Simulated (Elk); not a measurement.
Input and output of a self-consistent single point for RbCl (Fm-3m, 2 atoms in the cell) (Elk).

Level of theory: PBE, spin-orbit coupling in second variation, all-electron FP-LAPW, Elk's shipped species files, APW+lo basis with extra local orbitals (Elk).

```xyz
2
Lattice="0.0000 3.2276 3.2276 3.2276 0.0000 3.2276 3.2276 3.2276 0.0000" Properties=species:S:1:pos:R:3 pbc="T T T"
Rb     0.0000     0.0000     0.0000
Cl     3.2276     3.2276     3.2276
```

Reference input (self-consistent single point, DFT, PBE, all-electron FP-LAPW, Elk's shipped species files, APW+lo basis with extra local orbitals): xctype = 20; rgkmax = 8; stype = 3; swidth = 0.000367493 Ha; ngridk = 9 9 9; tforce = true; gmaxvr = 18 1/bohr; lmaxapw = 10; lmaxo = 8; nxlo = 2; lorbcnd = true; lradstp = 2. This run's input differs from it in these lines:

```diff
@@ -5,2 +5,5 @@
   20
+
+spinorb
+  .true.
 
@@ -36,2 +39,5 @@
 
+nempty
+  10
+
 stype
```

The program printed (abridged):

```
│ Self-consistent loop started │
│ Loop number : 1 │
 total energy                :     -3449.53560864
 total moment                :  -0.7640711923E-25 -0.9014658426E-25  0.7284346582E-26
│ Loop number : 2 │
 total energy                :     -3449.47748976
 total moment                :   0.1461599400E-25 -0.3938942620E-27  0.3350193973E-25
RMS change in Kohn-Sham potential (target) :   0.1414545969     (  0.1000000000E-05)
Absolute change in total energy (target)   :   0.5811887788E-01 (  0.1000000000E-03)
│ Loop number : 3 │
 total energy                :     -3448.72272456
   [... lines left out ...]
 total energy                :     -3443.15583516
 total moment                :   0.5311812074E-25  0.2821118128E-25 -0.1283761917E-24
RMS change in Kohn-Sham potential (target) :   0.2884355803E-06 (  0.1000000000E-05)
Absolute change in total energy (target)   :   0.1874549603E-03 (  0.1000000000E-03)
│ Loop number : 14 │
 total energy                :     -3443.15579211
 total moment                :   0.4206389834E-25  0.7501606711E-25  0.2288142514E-25
RMS change in Kohn-Sham potential (target) :   0.4283572751E-07 (  0.1000000000E-05)
Absolute change in total energy (target)   :   0.8990970719E-04 (  0.1000000000E-03)
Convergence targets achieved

│ Loop number : 15 │

Energies :
 Fermi                       :     0.115702148116E-01
 xc effective B-field        :    -0.405478261219E-12
 external B-field            :      0.00000000000
 total energy                :     -3443.15578839
 (external B-field energy excluded from total)

Density of states at Fermi energy :   0.2721937043E-06
 (states/Hartree/unit cell)

Estimated indirect band gap :   0.1894654014
 from k-point      1 to k-point      1
Estimated direct band gap   :   0.1894654014
 at k-point      1

Charges :
 core                        :    38.00000000
 valence                     :    16.00000000
 interstitial                :    2.893285988
 muffin-tins (core leakage)
  species :    1 (Rb)
   atom    1                 :    35.41606566     (  0.9334128646E-04)
  species :    2 (Cl)
   [... lines left out ...]
 total moment                :   0.1218278366E-24  0.1176451457E-24 -0.1702775851E-24
   [... lines left out ...]
   total force               :    -0.00000000    0.00000000   -0.00000000
   total magnitude           :     0.00000000
 species :    2 (Cl)
  atom :    1
   Hellmann-Feynman          :     0.00000000   -0.00000000    0.00000000
   IBS                       :    -0.00000000    0.00000000   -0.00000000
   total force               :     0.00000000   -0.00000000    0.00000000
   total magnitude           :     0.00000000
```

The run converged in 15 iterations. The count includes the last loop, which Elk runs after its targets are met. Against the reference run the gap on the mesh goes from 5.205 to 5.156 eV.

The starting cell comes from a database of computed structures (which also holds hypothetical and non-ambient phases and stackings), without a prior relaxation at this level. Its lattice was rescaled by a random factor within 2.5 % of one. Values depend on the basis (sphere radii, cutoffs, local orbitals), which need not be converged.
